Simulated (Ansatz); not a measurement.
Consider the following.

A slab with vacuum along the third vector:

```xyz
13
Lattice="6.1989 0.0000 0.0000 3.0995 5.9432 0.0000 0.0000 0.0000 26.5000" Properties=species:S:1:pos:R:3 pbc="T T T"
Tl     5.2709     4.5593     8.4520
Tl     1.0626     1.8484     9.1039
Tl     8.2730     5.1584     9.8064
Tl     4.0827     2.3291    10.6815
Tl     5.1274     5.6294    11.6687
Tl     7.1881     3.0180    12.3758
Tl     5.1459     0.2653    13.2500
Tl     4.0886     3.4558    14.1242
Tl     2.0279     0.8445    14.8313
Tl     7.1821     4.1447    15.8185
Tl     5.1736     1.3154    16.6936
Tl     4.1620     4.6254    17.3961
Tl     2.1714     1.9146    18.0480
```

Set-up: 13 atoms, 10.2 Å thick at the start (thin: gaps and levels are the slab's own); mesh 7x7x1; 0.1 eV smearing; dipole correction on; single point; on the structure that PBE left under its start's symmetry; no spin, no spin-orbit, no U.

### Question
Give the surface energy (mean of both faces) at the level r2SCAN, at the PBE geometry run with Ansatz (a quantum-chemistry and plane-wave program).

### Answer
0.37 J/m²

### Question
Estimate the work function of the top face that r2SCAN, at the PBE geometry returns for this input.

### Answer
3.52 eV
